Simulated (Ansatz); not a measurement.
Consider InAs in the zinc blende structure (space group F-43m, No. 216).

InAs is taken in the cubic space group F-43m (No. 216), the zinc blende structure, Pearson symbol cF8. Cell: a = b = c = 6.1096 Å, α = β = γ = 90.00°. In on 4a is surrounded by 4 As at 2.646 Å (tetrahedral). As on 4d is surrounded by 4 In at 2.646 Å (tetrahedral). (Neighbours: up to the widest gap in distance over summed covalent radii, below 1.35, at either atom; cation-cation and far metal-metal contacts left out.)
(The calculation used a cell of 2 atoms; values per cell refer to that cell.)

All numbers come from r2SCAN in Ansatz (plane waves to 500 eV, PAW, scalar-relativistic without spin-orbit coupling).

For the base:

```
Property            Result
-------------  -----------
Gap character  direct at Γ
```

One thing is altered: an isotropic linear strain of −1.00 %; the atoms relax in the strained cell.

Problem. What does the calculation give for the energy relative to the base after the change?

Solution. The energy rises by 4.7 meV/atom.

Problem. Estimate the effect on the gap character.

Solution. The gap character is still direct at Γ.

Whether these cells are dynamically stable was not tested.

Ansatz is a first-principles code.
